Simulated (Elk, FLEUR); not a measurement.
An Elk input for a self-consistent single point of LaFeSi (P4/nmm, 6 atoms in the cell) (DFT, LDA (PW92), all-electron FP-LAPW, Elk's shipped species files, default APW+lo basis):

```
tasks
  0

xctype
  3

spinpol
  .true.

reducebf
  0.7

rgkmax
  7.0

rmtscf
  0.91

nempty
  12

stype
  0

swidth
  0.00999582

scale
  7.703784131

avec
    1.0000000000    0.0000000000    0.0000000000
    0.0000000000    1.0000000000    0.0000000000
    0.0000000000    0.0000000000    1.7646116300

sppath
  'species/'

atoms
  3   : nspecies
  'La.in'   : spfname
  2   : natoms; atposl, bfcmt below
  0.5000000000  0.0000000000  0.6881300000    0.0 0.0 0.0
  0.0000000000  0.5000000000  0.3118700000    0.0 0.0 0.0
  'Fe.in'   : spfname
  2   : natoms; atposl, bfcmt below
  0.0000000000  0.0000000000  0.0000000000    0.0 0.0 -4.0
  0.5000000000  0.5000000000  0.0000000000    0.0 0.0 -4.0
  'Si.in'   : spfname
  2   : natoms; atposl, bfcmt below
  0.5000000000  0.0000000000  0.1656700000    0.0 0.0 0.0
  0.0000000000  0.5000000000  0.8343300000    0.0 0.0 0.0

ngridk
  5 5 3
```

### Question
Translate this input to FLEUR.

### Answer
One input that does it (others would too):

Input of the input generator:

```
scf LaFeSi
&input film=f /
7.7037841313 0.0000000000 0.0000000000
0.0000000000 7.7037841313 0.0000000000
0.0000000000 0.0000000000 13.5941870734
1.0
1.0 1.0 1.0

6
57 0.5000000000 0.0000000000 0.6881300000 : 0.00
57 0.0000000000 0.5000000000 0.3118700000 : 0.00
26 0.0000000000 0.0000000000 0.0000000000 : 4.00
26 0.5000000000 0.5000000000 0.0000000000 : 4.00
14 0.5000000000 0.0000000000 0.1656700000 : 0.00
14 0.0000000000 0.5000000000 0.8343300000 : 0.00

&comp jspins=2 /
&exco xctyp='vwn' /
&kpt div1=5 div2=5 div3=3 /
&end /
```

```xml
<?xml version="1.0" encoding="UTF-8" standalone="no"?>
<fleurInput fleurInputVersion="0.39">
   <comment>
      scf LaFeSi                                                                                          
   </comment>
   <calculationSetup>
      <cutoffs Kmax="4.0" Gmax="12.0" GmaxXC="12.0" numbands="0"/>
      <scfLoop itmax="100" minDistance="0.00001" maxIterBroyd="15" imix="Anderson" alpha="0.05" precondParam="0.0" spinf="2.0"/>
      <coreElectrons ctail="T" frcor="F" kcrel="0" coretail_lmax="0"/>
      <xcFunctional name="vwn" relativisticCorrections="F"/>
      <magnetism jspins="2"/>
      <soc l_soc="F" theta="0.0" phi="0.0" spav="F"/>
      <expertModes spex="0" secvar="F"/>
      <geometryOptimization l_f="T" forcealpha="1.0" forcemix="BFGS" epsdisp="0.00001" epsforce="0.00001"/>
      <ldaU l_linMix="F" mixParam="0.05" spinf="1.0"/>
   </calculationSetup>
   <cell>
      <bzIntegration valenceElectrons="62.0" mode="gauss" fermiSmearingEnergy="0.00999582">
         <kPointListSelection listName="default-1"/>
         <!-- k-points included here -->
         <xi:include xmlns:xi="http://www.w3.org/2001/XInclude" href="kpts.xml"> </xi:include>
      </bzIntegration>
      <!-- symmetry operations included here -->
      <xi:include xmlns:xi="http://www.w3.org/2001/XInclude" href="sym.xml"> </xi:include>
      <bulkLattice scale="1.0">
         <bravaisMatrix>
            <row-1>    7.7037841312999999     0.0000000000000000     0.0000000000000000</row-1>
            <row-2>    0.0000000000000000     7.7037841312999999     0.0000000000000000</row-2>
            <row-3>    0.0000000000000000     0.0000000000000000    13.5941870734000005</row-3>
         </bravaisMatrix>
      </bulkLattice>
   </cell>
   <atomSpecies>
      <species name="Lanthanum (La)" element="La" atomicNumber="57">
         <mtSphere radius="2.68" gridPoints="925" logIncrement="0.014"/>
         <atomicCutoffs lmax="10" lnonsphr="8"/>
         <electronConfig flipSpins="F">
            <coreConfig>(1s1/2) (2s1/2) (2p1/2) (2p3/2) (3s1/2) (3p1/2) (3p3/2) (4s1/2) (3d3/2) (3d5/2) (4p1/2) (4p3/2) (4d3/2) (4d5/2)</coreConfig>
            <valenceConfig>(5s1/2) (5p1/2) (5p3/2) (6s1/2) (5d3/2) (5d5/2)</valenceConfig>
            <stateOccupation state="(5d3/2)" spinUp="0.2" spinDown="0.2"/>
            <stateOccupation state="(5d5/2)" spinUp="0.3" spinDown="0.3"/>
         </electronConfig>
         <energyParameters s="6" p="6" d="5" f="4"/>
         <lo type="SCLO" l="0" n="5" eDeriv="0"/>
         <lo type="SCLO" l="1" n="5" eDeriv="0"/>
      </species>
      <species name="Iron (Fe) 4.000" element="Fe" atomicNumber="26">
         <mtSphere radius="2.52" gridPoints="869" logIncrement="0.014"/>
         <atomicCutoffs lmax="10" lnonsphr="8"/>
         <electronConfig flipSpins="F">
            <coreConfig>(1s1/2) (2s1/2) (2p1/2) (2p3/2)</coreConfig>
            <valenceConfig>(3s1/2) (3p1/2) (3p3/2) (4s1/2) (3d3/2) (3d5/2)</valenceConfig>
            <stateOccupation state="(3d3/2)" spinUp="2.0" spinDown="0.4"/>
            <stateOccupation state="(3d5/2)" spinUp="3.0" spinDown="0.6"/>
         </electronConfig>
         <energyParameters s="4" p="4" d="3" f="4"/>
         <lo type="SCLO" l="0" n="3" eDeriv="0"/>
         <lo type="SCLO" l="1" n="3" eDeriv="0"/>
      </species>
      <species name="Silicon (Si)" element="Si" atomicNumber="14">
         <mtSphere radius="1.65" gridPoints="569" logIncrement="0.02"/>
         <atomicCutoffs lmax="6" lnonsphr="4"/>
         <electronConfig flipSpins="F">
            <coreConfig>(1s1/2) (2s1/2) (2p1/2) (2p3/2)</coreConfig>
            <valenceConfig>(3s1/2) (3p1/2) (3p3/2)</valenceConfig>
            <stateOccupation state="(3p1/2)" spinUp="0.3333333333" spinDown="0.3333333333"/>
            <stateOccupation state="(3p3/2)" spinUp="0.6666666667" spinDown="0.6666666667"/>
         </electronConfig>
         <energyParameters s="3" p="3" d="3" f="4"/>
      </species>
   </atomSpecies>
   <atomGroups>
      <atomGroup species="Lanthanum (La)">
         <relPos label="                   1">1.000/4.000 -1.000/4.000 -.3118700000</relPos>
         <relPos label="                   2">-1.000/4.000 1.000/4.000 .3118700000</relPos>
         <force calculate="T" relaxXYZ="TTT"/>
      </atomGroup>
      <atomGroup species="Iron (Fe) 4.000">
         <relPos label="                   3">-1.000/4.000 -1.000/4.000 .0000000000</relPos>
         <relPos label="                   4">1.000/4.000 1.000/4.000 .0000000000</relPos>
         <force calculate="T" relaxXYZ="TTT"/>
      </atomGroup>
      <atomGroup species="Silicon (Si)">
         <relPos label="                   5">1.000/4.000 -1.000/4.000 .1656700000</relPos>
         <relPos label="                   6">-1.000/4.000 1.000/4.000 -.1656700000</relPos>
         <force calculate="T" relaxXYZ="TTT"/>
      </atomGroup>
   </atomGroups>
   <output dos="F" band="F" slice="F">
      <checks vchk="F" cdinf="F"/>
      <bandDOS minEnergy="-.5*Htr" maxEnergy="0.5*Htr" sigma="0.015" storeEVData="T"/>
      <vacuumDOS vacdos="F" integ="F" star="F" nstars="0" locx1="0.0" locy1="0.0" locx2="0.0" locy2="0.0" nstm="0" tworkf="0.0"/>
      <unfoldingBand unfoldBand="F" supercellX="1" supercellY="1" supercellZ="1"/>
      <plotting iplot="0" polar="F">
         <plot TwoD="T" vec1="  1.0  0.0  0.0" vec2="  0.0  1.0  0.0" vec3="  0.0  0.0  1.0" zero="  0.0  0.0  0.0" file="plot"/>
      </plotting>
      <chargeDensitySlicing numkpt="0" minEigenval="0.0" maxEigenval="0.0" nnne="0" pallst="F"/>
      <specialOutput eonly="F"/>
      <magneticCircularDichroism mcd="F" energyLo="-10.0" energyUp="0.0"/>
   </output>
  <!-- We include the file relax.xml here to enable relaxations (see documentation) -->
  <xi:include xmlns:xi="http://www.w3.org/2001/XInclude" href="relax.xml"> <xi:fallback/> </xi:include>
</fleurInput>
```

Basis, cutoffs, solver keys and any potentials are the target program's own. This input uses DFT, LDA (Vosko-Wilk-Nusair), all-electron FLAPW (FLEUR), scalar-relativistic valence. LDA parametrisations can differ slightly between programs. Both were run: size of the net moment 0.00 μB/atom in Elk and 0.00 in FLEUR.

On FLEUR: the starting cell comes from a database of computed structures (which also holds hypothetical and non-ambient phases and stackings), without a prior relaxation at this level. Its lattice was rescaled by a random factor within 2.5 % of one. The starting moments vanished: the run ended non-magnetic, which need not be the lowest state. Values depend on the basis (sphere radii, cutoffs, local orbitals), which need not be converged.

On Elk: the starting cell comes from a database of computed structures (which also holds hypothetical and non-ambient phases and stackings), without a prior relaxation at this level. Its lattice was rescaled by a random factor within 2.5 % of one. The starting moments vanished: the run ended non-magnetic, which need not be the lowest state. Values depend on the basis (sphere radii, cutoffs, local orbitals), which need not be converged.
